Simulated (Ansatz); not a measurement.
**Hf, response to strain**

Take Hf in the hcp (Mg type) structure (space group P6_3/mmc, No. 194; relaxed with 0.1 eV smearing) as the base.

```yaml
crystal:
  lattice:
    - [3.11736, 0.00000, 0.00000]
    - [-1.55868, 2.69972, 0.00000]
    - [0.00000, 0.00000, 4.95007]
  atoms:
    - { symbol: Hf, position: [0.66667, 0.33333, 0.75000] }
    - { symbol: Hf, position: [0.33333, 0.66667, 0.25000] }
```

Cartesian axes are those of the cell as printed.

Strains are applied to the cell and any free atomic positions relax.

Calculations: Ansatz (a first-principles code) LDA, spin-orbit coupling left out.

Notes on the quantities. pressure: mean of the normal stresses, compression positive; energy relative to the base: free energy F.

```
case                            pressure  energy relative to the base  shortest interatomic distance
------------------------------  --------  ---------------------------  -----------------------------
base                             0.0 GPa                   0 meV/atom                        3.060 Å
uniaxial strain ε_xx = −3.00 %   3.8 GPa                 +12 meV/atom                        3.024 Å
uniaxial strain ε_xx = −1.50 %   1.8 GPa                +2.8 meV/atom                        3.046 Å
uniaxial strain ε_xx = −1.00 %   1.2 GPa                +1.2 meV/atom                        3.051 Å
uniaxial strain ε_xx = −0.50 %   0.6 GPa                +0.3 meV/atom                        3.056 Å
uniaxial strain ε_xx = +0.50 %  -0.6 GPa                +0.3 meV/atom                        3.062 Å
uniaxial strain ε_xx = +1.00 %  -1.2 GPa                +1.2 meV/atom                        3.064 Å
uniaxial strain ε_xx = +1.50 %         ?                            ?                              ?
uniaxial strain ε_xx = +2.00 %  -2.2 GPa                +4.6 meV/atom                        3.068 Å
uniaxial strain ε_xx = +2.50 %  -2.8 GPa                +7.2 meV/atom                        3.070 Å
```

**Question.** Fill in the withheld entries from the trend.

**Answer.** 
- uniaxial strain ε_xx = +1.50 %, pressure: -1.7 GPa
- uniaxial strain ε_xx = +1.50 %, energy relative to the base: +2.6 meV/atom
- uniaxial strain ε_xx = +1.50 %, shortest interatomic distance: 3.066 Å

Stability against distortions was not tested. All final runs are without spin polarisation.
